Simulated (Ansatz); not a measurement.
Take AlN in the wurtzite structure (space group P6_3mc, No. 186; a = 3.0888 Å, c = 4.9433 Å) as the base. Axes: x lies along a and z along c of the hexagonal cell.

Method: LDA (Ansatz, a program for electronic structure, PAW, without spin-orbit coupling).

Base values:

The pressure is -0.01 GPa, the valence-band top at Γ is 0.00, -0.23, -0.23 eV and the gap character comes out as direct at Γ.

Modification: uniaxial strain ε_xx = −2.40 %, all other strain components held at zero; the atoms relax in the strained cell.

Question: Predict the new largest internal atomic displacement.

Answer: The largest internal atomic displacement is 0.014 Å.

Question: What does the calculation give for the pressure after the change?

Answer: The pressure (mean of the normal stresses, compression positive) grows by 5.49 GPa (-0.01 GPa → 5.48 GPa).

Question: What happens to the energy relative to the base?

Answer: The energy increases by 7.5 meV/atom.

Question: What happens to the valence-band top at Γ?

Answer: The valence-band top at Γ (three highest levels, from the VBM) goes from 0.00, -0.23, -0.23 eV to 0.00, -0.03, -0.21 eV.

Question: What does the calculation give for the gap character after the change?

Answer: The gap character is still direct at Γ.

No phonon test of stability was made. k-point labels follow each cell's own Brillouin zone.
